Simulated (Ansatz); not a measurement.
The starting structures come from a database of crystals and need not be the phases stable at ambient conditions.

 Where the default PAW files enter, the runs use the earlier of Ansatz's two default sets.

# Evanescent states of CsTlF3 (Fm-3m, not sure to be the ambient phase, 10 atoms a cell, 21.8 Å³ an atom) along the normal of (111)

All values below come from r2SCAN (plane waves, PAW; Ansatz, an electronic-structure program).

The gap is the functional's own. No spin-orbit coupling. Mid-gap values are interpolated on the energy grid.

Energies count from the valence-band top; κ is the least over a 6×6 mesh across the current.

```json
[
 {"E (eV)": "0.07", "κ (1/Å)": "0.127", "where": "off Γ"},
 {"E (eV)": "0.20", "κ (1/Å)": "0.214", "where": "off Γ"},
 {"E (eV)": "0.33", "κ (1/Å)": "0.250", "where": "off Γ"},
 {"E (eV)": "0.46", "κ (1/Å)": "0.262", "where": "Γ"},
 {"E (eV)": "0.58", "κ (1/Å)": "0.269", "where": "Γ"},
 {"E (eV)": "0.71", "κ (1/Å)": "0.274", "where": "Γ"},
 {"E (eV)": "0.84", "κ (1/Å)": "0.277", "where": "Γ"},
 {"E (eV)": "0.97", "κ (1/Å)": "0.279", "where": "Γ"},
 {"E (eV)": "1.10", "κ (1/Å)": "0.278", "where": "Γ"},
 {"E (eV)": "1.24", "κ (1/Å)": "0.276", "where": "Γ"},
 {"E (eV)": "1.36", "κ (1/Å)": "0.272", "where": "Γ"},
 {"E (eV)": "1.50", "κ (1/Å)": "0.266", "where": "Γ"},
 {"E (eV)": "1.62", "κ (1/Å)": "0.257", "where": "Γ"},
 {"E (eV)": "1.75", "κ (1/Å)": "0.246", "where": "Γ"},
 {"E (eV)": "1.89", "κ (1/Å)": "0.231", "where": "Γ"},
 {"E (eV)": "2.02", "κ (1/Å)": "0.212", "where": "Γ"},
 {"E (eV)": "2.15", "κ (1/Å)": "0.187", "where": "Γ"},
 {"E (eV)": "2.27", "κ (1/Å)": "0.153", "where": "Γ"},
 {"E (eV)": "2.40", "κ (1/Å)": "0.101", "where": "Γ"}
]
```

Question: How thick must the barrier be to attenuate the transmission by 10^8 when the electrodes' Fermi level lies at 0.20 eV, and what attenuation does that film give at 0.58 eV?

Answer: d = 8 ln 10 / (2 × 0.214) = 43.0 Å. At 0.58 eV it gives 8 × 0.269/0.214 = 10.1 decades.
